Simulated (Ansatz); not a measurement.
Band structure of Sc (P6_3/mmc, 2 atoms in the cell).

```
Sc
1.0
    1.65500    -2.86654     0.00000
    1.65500     2.86654     0.00000
    0.00000     0.00000     5.27000
Sc
2
Direct
  0.33333   0.66667   0.25000
  0.66667   0.33333   0.75000
```

Method of the run: PBE (plane waves, PAW; Ansatz, a first-principles code).

Settings: kpoints.mp_grid.grid = 11 11 6; hamiltonian.xc = pbe; hamiltonian.pseudopotentials = {kind: paw} (the program's default PAW files); scf.occupations.method = fermi_dirac; scf.occupations.width = 0.1 eV; kpoints.band_path.npoints = 8.

The starting cell has typed, rounded lattice constants, without a prior relaxation at this level.

Levels in eV from the Fermi level, bands 7 to 14:
```csv
point,7,8,9,10,11,12,13,14
Γ,-27.88,-27.87,-5.10,-1.65,0.42,1.59,1.59,1.71
M,-27.96,-27.92,-1.58,-1.03,-0.68,-0.30,1.20,1.40
K,-28.02,-28.02,-0.66,-0.66,-0.58,-0.45,0.98,0.98
A,-27.91,-27.91,-3.62,-3.62,0.89,0.89,1.54,1.54
L,-27.96,-27.96,-1.45,-1.45,0.04,0.04,1.23,1.23
H,-27.93,-27.93,-0.39,-0.39,-0.12,-0.12,0.25,0.25
```

Bands cross the Fermi level along this path, so the cell is metallic at this level.

Keys are those of Ansatz 0.2.
